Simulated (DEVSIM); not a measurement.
System: illuminated Si p-on-n cell, one wavelength, with a back-surface field, at 350 K.

Layer 1 from the left is Si, thickness (μm) 0.130, Na (cm⁻³) 6.9e18, τn (s) 8e-7, τp (s) 3.2e-7, absorption coefficient (cm⁻¹) 1900. Layer 2 from the left is Si, thickness (μm) 53.0, Nd (cm⁻³) 3.4e15, τn (s) 3.2e-5, τp (s) 3.2e-5, absorption coefficient (cm⁻¹) 1900. Layer 3 from the left is Si, thickness (μm) 0.100, Nd (cm⁻³) 1.6e18, τn (s) 3.2e-5, τp (s) 3.2e-5, absorption coefficient (cm⁻¹) 1900.

Left contact: ohmic, minority electron recombination velocity 30000 cm/s. Right contact: ohmic, minority hole recombination velocity 600 cm/s. Voltage is applied to the left contact. Recombination: SRH at mid-gap, radiative, Auger. Gap narrowing is on: ΔEg = 6.92 meV × (l + √(l² + 0.5)), l = ln(N/1.3e17 cm⁻³), shared equally by both band edges. Light enters at the left, 2.4e18 photons cm⁻² s⁻¹, one pass, no reflection. Mobility is constant in doping.

The device is made up for the run: typed textbook-type constants, with dimensions and the other settings drawn at random. Values at 300 K; Nc and Nv go as T^1.5, mobilities as T to minus their exponent, the gap by Varshni's rule with the affinity fixed.

Si: gap (eV) 1.124, affinity (eV) 4.05, permittivity 11.7, Nc (cm⁻³) 2.86e19, Nv (cm⁻³) 3.1e19, μn (cm²/Vs) 1417, μp (cm²/Vs) 470, T exponent of μn 2.3, T exponent of μp 2.2, B (cm³/s) 4.7e-15, Cn (cm⁶/s) 2.8e-31, Cp (cm⁶/s) 9.9e-32, Varshni α (eV/K) 0.000473, Varshni β (K) 636.

Simulated with DEVSIM: 1D drift-diffusion, Boltzmann statistics, complete ionisation; no tunnelling, impact ionisation, image-force lowering or self-heating.

Dark forward current:

```csv
|V| (V),|J| (A/cm²)
0.05,1.633e-8
0.10,7.550e-8
0.15,3.288e-7
0.20,1.521e-6
0.25,7.442e-6
0.30,3.765e-5
0.35,0.0001938
0.40,0.001000
0.45,0.005051
0.50,0.02325
0.55,0.09353
0.60,0.3734
0.65,1.603
0.70,7.102
0.75,30.31
0.80,117.3
0.85,394.0
0.90,1105
0.95,2527
```

Task: Work out the local ideality factor n = ΔV / (kT/q · ln(J2/J1)) between the rows 0.15 and 0.20 V, 0.35 and 0.40 V, 0.90 and 0.95 V.

Result: kT/q = 30.16 mV. From 0.15 to 0.20 V: ln(1.521e-6/3.288e-7) = 1.532, n = 1.08, near the 1 of diffusion or emission over a barrier. From 0.35 to 0.40 V: ln(0.001000/0.0001938) = 1.641, n = 1.01, near the 1 of diffusion or emission over a barrier. From 0.90 to 0.95 V: ln(2527/1105) = 0.827, n = 2.00.

Task: What current could the absorbed light give at most, and what share is collected?

Result: Σ αd = 10.1, so qΦ(1 − exp(−Σ αd)) = 385 mA/cm². The simulated short-circuit current is 382.1 mA/cm², a share of 0.99.

Task: Estimate the open-circuit voltage by superposition: the voltage at which the dark current equals that short-circuit current.

Result: Interpolating ln J in the table gives 0.601 V. The simulation gives 0.600 V, the same within the digits that matter. Superposition holds where collection doesn't change with voltage.

Task: Estimate the fill factor from FF0 = (v − ln(v + 0.72))/(v + 1), v = qVoc/(nkT), with n from the dark curve.

Result: The rows about Voc, 0.55 and 0.60 V, give n = 1.20, so v = 16.6 and FF0 = 0.781. The simulation gives 0.781, the same within the digits that matter.
